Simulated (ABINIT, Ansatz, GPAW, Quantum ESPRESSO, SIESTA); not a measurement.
## Mg (P6_3/mmc, 4 atoms in the cell) computed with different codes at matched settings

Self-consistent single point.

```
CELL_PARAMETERS angstrom
      3.22353     0.00000     0.00000
     -1.61176     2.79166     0.00000
      0.00000     0.00000    10.47055
ATOMIC_POSITIONS crystal
  Mg 0.00000 0.00000 0.00000
  Mg 0.00000 0.00000 0.50000
  Mg 0.33333 0.66667 0.25000
  Mg 0.66667 0.33333 0.75000
```

Shared settings, as Ansatz (a program for electronic structure) writes them: kpoints.mp_grid.grid = 8 8 3; scf.occupations.method = gaussian; scf.occupations.width = 0.1 eV. Potentials and cutoffs stand in the table.

| code | model | pressure (GPa) | cutoff |
|---|---|---|---|
| Ansatz | PBEsol, PAW files made with PBE | -1.43 | 420 eV |
| SIESTA | GGA PBEsol, numerical atomic orbitals DZP, PseudoDojo PBEsol standard norm-conserving potentials (rewritten from UPF to PSML) | -0.70 | grid 300 Ry |
| Quantum ESPRESSO | PBEsol, GBRV 1.5 ultrasoft (PBESOL) pseudopotentials | -1.42 | 40 Ry |
| ABINIT | PBEsol, PAW (JTH v2.0 PBE PAW, files made for PBE) | -1.62 | 20 Ha |
| GPAW | PBEsol, GPAW PAW datasets PBEsol (made by gpaw-setup) | -1.44 | 850 eV |

The spread over the programs that give each value: pressure within 0.92 GPa.

SIESTA uses small atom-centred bases, whose incompleteness enters pressures, forces and empty levels differently from a plane-wave cutoff. Ansatz's pressure is given at a fixed set of plane waves, as the other plane-wave codes print theirs.

The starting cell comes from a database of computed structures (which also holds hypothetical and non-ambient phases and stackings), without a prior relaxation at this level. Its lattice was rescaled by a random factor within 2.5 % of one.

Left out of this page: CP2K (unsound by tests on forces, stress, charge or solver warnings); Elk (not drawn, or without a comparable value).

Keys are those of Ansatz 0.2.
